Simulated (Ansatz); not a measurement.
The reference is MgSe in the rock salt structure (space group Fm-3m, No. 225; a = 5.508 Å).

Level of theory: PBE (Ansatz, an electronic-structure program, PAW, no spin-orbit coupling).

Base values:

The width of the top valence band is 2.46 eV and the hole mass comes out as 0.16, 0.82, 0.82 mₑ (at Γ).

One thing is altered: the cell is scaled by 1.0050 in all directions; the atoms relax in the strained cell.

What happens to the width of the top valence band and hole mass?

The width of the top valence band drops by 0.042 eV (2.46 eV → 2.41 eV); the hole mass (degenerate bands, along [100]) goes from 0.16, 0.82, 0.82 mₑ (at Γ) to 0.16, 0.83, 0.83 mₑ (at Γ).

The levels and masses belong to the bands next to the band gap. Masses are band curvatures over ±0.01 Å⁻¹ around the edge. Whether these cells are dynamically stable was not tested.
